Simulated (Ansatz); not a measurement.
The starting structures come from a database of crystals and need not be the phases stable at ambient conditions.

By PBEsol, the system below comes out a metal.

Data:

```yaml
crystal:
  lattice:
    - [2.87389, 0.00000, 0.00000]
    - [0.00000, 5.30173, 0.00000]
    - [1.43694, -2.65087, 2.49590]
  atoms:
    - { symbol: Ge, position: [0.06406, 0.25000, 0.00000] }
    - { symbol: Ge, position: [0.93594, 0.75000, 0.00000] }
```

Space group of this cell: Imma. The cell is taken as given; by PBEsol its mean pressure is -2.5 GPa.

The current flows along the normal of the first two printed cell vectors. No spin-orbit coupling; the value is a mean over 0.1 eV about the Fermi level.

Q: Estimate the ballistic conductance per area that PBEsol run with Ansatz (a program for electronic structure) returns for this system.

A: 1.1 × 10¹⁵ S/m² for both spins.
